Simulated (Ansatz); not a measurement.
**Convergence study of the plane-wave cutoff for NbTc (Cmm2, 2 atoms in the cell)**

```xyz
2
Lattice="1.6013 -2.3099 0.0000 1.6013 2.3099 0.0000 0.0000 0.0000 4.4365" Properties=species:S:1:pos:R:3 pbc="T T T"
Nb     0.0000     0.0000     0.0500
Tc     1.6013     0.0000     2.2183
```

Method: LDA (PW92), default PAW files made with PBE (plane waves; Ansatz, a quantum-chemistry and plane-wave program).

Base settings: basis.ecutwfc = 500 eV; kpoints.mp_grid.grid = 10 10 7; hamiltonian.xc = lda; hamiltonian.pseudopotentials = {kind: paw} (the program's default PAW files); scf.occupations.method = gaussian; scf.occupations.width = 0.1 eV.

The second cell is the first with its lattice scaled by 0.98.

The mesh stays at the base's, so the ladder's end is converged at best in this setting alone.

The first pressure column holds Ansatz's estimate of the finite-basis (Pulay) stress, which hides part of the cutoff error; the other is without it.

Only quantities that move along the ladder and can be compared are tabulated.

The count of work is k-points × plane waves × bands × iterations; it is no time. 

The starting cell comes from a database of computed structures (which also holds hypothetical and non-ambient phases and stackings), without a prior relaxation at this level. Its lattice was rescaled by up to half a per cent. One atom was moved a little off its site on purpose. Spin polarisation is off. In the base run, with a pressure of about -15 GPa the cell is away from its equilibrium volume at this level.

```csv
basis.ecutwfc,free energy less the last step's (meV/atom),energy of the compressed cell less the first (meV/atom),pressure (GPa),pressure without the Pulay estimate (GPa),largest difference of a force vector from the last step's (eV/Å),count of work / last
175 eV,24282.62,-114.86,-22.69,-681.42,0.736,0.061
200 eV,13061.61,-11.64,-4.76,-444.54,0.132,0.073
225 eV,6688.43,2.71,-7.77,-275.72,0.159,0.085
250 eV,3372.46,-56.43,-17.38,-167.77,0.138,0.095
275 eV,1688.69,-69.39,-17.05,-102.47,0.072,0.11
300 eV,814.44,-51.96,-16.19,-63.19,0.011,0.12
350 eV,171.60,-50.08,-14.72,-27.92,0.006,0.16
400 eV,27.79,-49.71,-14.81,-17.56,0.001,0.20
450 eV,4.17,-49.93,-14.81,-15.23,0.000,0.23
500 eV,1.43,-49.93,-14.80,-14.84,0.000,0.27
550 eV,1.27,-49.93,-14.80,-14.81,0.000,0.31
600 eV,1.23,-49.93,-14.80,-14.81,0.000,0.36
675 eV,1.16,-49.93,-14.80,-14.81,0.000,0.42
750 eV,0.96,-49.93,-14.80,-14.82,0.000,0.50
875 eV,0.60,-49.93,-14.80,-14.81,0.000,0.62
1000 eV,0.37,-49.93,-14.80,-14.82,0.000,0.77
1200 eV,0.00,-49.93,-14.80,-14.81,0.000,1.0
```

Coarsest basis.ecutwfc that holds the pressure without the Pulay estimate within 1 GPa of the last step, with all finer ones: 450 eV, at 0.23 of the last step's count of work; the step before is off by 2.7 GPa.

Coarsest basis.ecutwfc that holds the free energy within 5 meV/atom of the last step, with all finer ones: 450 eV, at 0.23 of the last step's count of work; the step before is off by 28 meV/atom.

Coarsest basis.ecutwfc that holds the pressure within 0.5 GPa of the last step, with all finer ones: 350 eV, at 0.16 of the last step's count of work; the step before is off by 1.4 GPa.

The energy difference between the two cells stays within 1 meV/atom of the last step's from 350 eV on, the total only from 750 eV on: much of the error is common to both cells and cancels.

At the lowest cutoff the pressure without the Pulay estimate lies 667 GPa under the last step's, the usual sign of Pulay stress in an incomplete plane-wave basis.

Keys are those of Ansatz 0.2.
